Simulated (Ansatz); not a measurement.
Reference: NaI (Fm-3m), PBEsol with spin-orbit coupling, rigid bands (plane waves, PAW; Ansatz, an electronic-structure program); geometry: cell and atoms relaxed with PBEsol.

```xyz
2
Lattice="0.0000 3.2012 3.2012 3.2012 0.0000 3.2012 3.2012 3.2012 0.0000" Properties=species:S:1:pos:R:3 pbc="T T T"
Na     0.0000     0.0000     0.0000
I      3.2012     3.2012     3.2012
```

| Property | Result |
|---|---|
| band gap | 3.25 eV |
| electron conductivity mass | 0.26 mₑ |
| hole conductivity mass | 1.61 mₑ |
| Seebeck coefficient, n-type 1e19 cm⁻³ | -141 μV/K |

Question: Replace Na by K on the same sites and relax. What happens?

Answer: KI (Fm-3m): volume per atom 32.8 to 43.0 Å³; band gap rises (3.25 eV to 3.55 eV); electron conductivity mass rises (0.26 mₑ to 0.33 mₑ); hole conductivity mass rises (1.61 mₑ to 1.83 mₑ); Seebeck coefficient, n-type 1e19 cm⁻³ rises in size (-141 μV/K to -164 μV/K).

Moves up to 5 % count as about the same. Masses are for dilute carriers at 300 K, harmonic means over directions unless an axis is named. Seebeck coefficients are for the stated density at 300 K, with one relaxation time for all states and whether or not that doping can be reached.
